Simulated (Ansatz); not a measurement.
Base system: AlN in the wurtzite structure (space group P6_3mc, No. 186; a = 3.107 Å, c = 4.978 Å). Axes: x lies along a and z along c of the hexagonal cell.

Computed with Ansatz (a quantum-chemistry and plane-wave program), r2SCAN, PAW, cutoff 500 eV, no spin-orbit coupling.

Strains are applied to the cell and any free atomic positions relax; under biaxial strain the out-of-plane vector relaxes too; under stress the whole cell relaxes.

One change was made to it. Results:

The valence-band top at Γ (three highest levels, from the VBM) becomes 0.00, -0.16, -0.16 eV (base: 0.00, -0.22, -0.22 eV); the volume per atom grows by 0.04 Å³, from 10.40 Å³ to 10.44 Å³.

Q: Name the change that was made.
A) uniaxial stress, 2 GPa tension along z
B) uniaxial strain ε_yy = +1.36 %
C) isotropic strain +2.31 %
D) uniaxial strain ε_zz = −3.17 %
E) biaxial strain +2.36 %, plane normal [001], relaxed out of plane

A: A, uniaxial stress, 2 GPa tension along z. For comparison, the valence-band top at Γ in the other runs: uniaxial strain ε_zz = −3.17 % gives 0.00, -0.53, -0.53 eV; uniaxial strain ε_yy = +1.36 % gives 0.00, -0.23, -0.32 eV; isotropic strain +2.31 % gives 0.00, -0.20, -0.20 eV; biaxial strain +2.36 %, plane normal [001], relaxed out of plane gives 0.00, -0.50, -0.50 eV.

The levels and masses belong to the bands next to the band gap. Beyond what the load breaks, stability against distortions was not tested.
